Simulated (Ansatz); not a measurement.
CdS, response to strain

Consider CdS in the wurtzite structure (space group P6_3mc, No. 186).

```
CELL_PARAMETERS angstrom
      4.19625     0.00000     0.00000
     -2.09812     3.63406     0.00000
      0.00000     0.00000     6.82952
ATOMIC_POSITIONS crystal
  Cd 0.66667 0.33333 0.49977
  Cd 0.33333 0.66667 0.99977
  S  0.66667 0.33333 0.12323
  S  0.33333 0.66667 0.62323
```

Cartesian axes are those of the cell as printed.

Strains are applied to the cell and any free atomic positions relax.

Level of theory: Ansatz (an electronic-structure program), PBE, PAW, cutoff 420 eV, no spin-orbit coupling.

Notes on the quantities. pressure: mean of the normal stresses, compression positive.

| change | band gap | pressure | volume per atom | width of the top valence band |
|---|---|---|---|---|
| base | 1.11 eV | 0.0 kbar | 26.04 Å³ | 1.55 eV |
| uniaxial strain ε_zz = −3.00 % | 1.19 eV | 17.1 kbar | 25.26 Å³ | 1.66 eV |
| uniaxial strain ε_zz = −2.40 % | 1.18 eV | 13.5 kbar | 25.41 Å³ | 1.63 eV |
| uniaxial strain ε_zz = −1.80 % | 1.17 eV | 10.0 kbar | 25.57 Å³ | 1.60 eV |
| uniaxial strain ε_zz = −1.20 % | 1.16 eV | 6.6 kbar | 25.72 Å³ | 1.58 eV |
| uniaxial strain ε_zz = −0.60 % | 1.14 eV | 3.2 kbar | 25.88 Å³ | 1.57 eV |

No phonon test of stability was made.
